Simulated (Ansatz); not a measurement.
Data:

```
Ag
1.0
    0.00000     1.98069     1.98069
    1.98069     0.00000     1.98069
    1.98069     1.98069     0.00000
Ag
1
Direct
  0.00000   0.00000   0.00000
```

All values below come from PBEsol, rigid bands (plane waves, PAW, scalar-relativistic; Ansatz, a quantum-chemistry and plane-wave program). Condition of this run: hydrostatic pressure 10 GPa (the target of the relaxation). Cell: cell and atoms relaxed with PBEsol, then loaded as said.

**Question.** Predict the product ρ₀λ of resistivity and mean free path that follows from the Fermi surface's area.

**Answer.** 8.0 ×10⁻¹⁶ Ω·m².

**Question.** And the Drude plasma energy and the root-mean-square Fermi velocity at 300 K?

**Answer.** 9.5 eV; 1.5e6 m/s.

A metal at this level (no band gap); rigid bands, thermally averaged at 300 K, both spins. Spin-orbit coupling is left out. τ is one relaxation time for all states; the product of resistivity and mean free path takes one path for all states instead.
